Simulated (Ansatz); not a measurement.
In on the Cu site in fcc Cu (start: the Cu site; 32-site cell, 6×6×6 shifted sampling), host crystal and elements as references (Δμ(Cu) = 0.00 eV, Δμ(In) = 0.00 eV; In taken from its element, since no compound that bounds it was computed at this level; only phases computed here count, gases as isolated molecules at 0 K). Method: PBE, PAW (plane waves to 420 eV; Ansatz, an electronic-structure program). In charge state 0 (not spin-polarised) the formation energy is 0.47 eV. The crystal has 8.37 × 10^22 Cu sites per cm³.

Q: Estimate the equilibrium concentration at 900 K in the dilute limit, leaving out vibrational entropy and degeneracy.

A: kT = 0.0776 eV; c = N exp(−E_f / kT) = 8.37 × 10^22 × exp(−6.1) ≈ 2 × 10^20 cm^-3. An error of 0.2 eV in E_f moves this by a factor of 13.
